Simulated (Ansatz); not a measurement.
The starting structures come from a database of crystals and need not be the phases stable at ambient conditions.

By PBEsol, the system below comes out a metal.

```yaml
crystal:
  lattice:
    - [5.53554, 0.00000, 0.00000]
    - [-2.76777, 4.79392, 0.00000]
    - [2.76777, 1.59797, 2.25988]
  atoms:
    - { symbol: Hf, position: [0.00000, 0.00000, 0.00000] }
    - { symbol: Rh, position: [0.50000, 0.00000, 0.00000] }
    - { symbol: Rh, position: [0.50000, 0.50000, 0.00000] }
    - { symbol: Rh, position: [0.00000, 0.50000, 0.00000] }
```

Space group of this cell: Pm-3m, Cu3Au type. The cell is taken as given; by PBEsol its mean pressure is -3.5 GPa.

The current flows along the normal of the first two printed cell vectors, the (111) plane of the conventional cell. No spin-orbit coupling; the value is a mean over 0.1 eV about the Fermi level.

### Question
Estimate the ballistic conductance per area that PBEsol (Ansatz, an electronic-structure program) returns for this system.

### Answer
1.0 × 10¹⁵ S/m² for both spins.
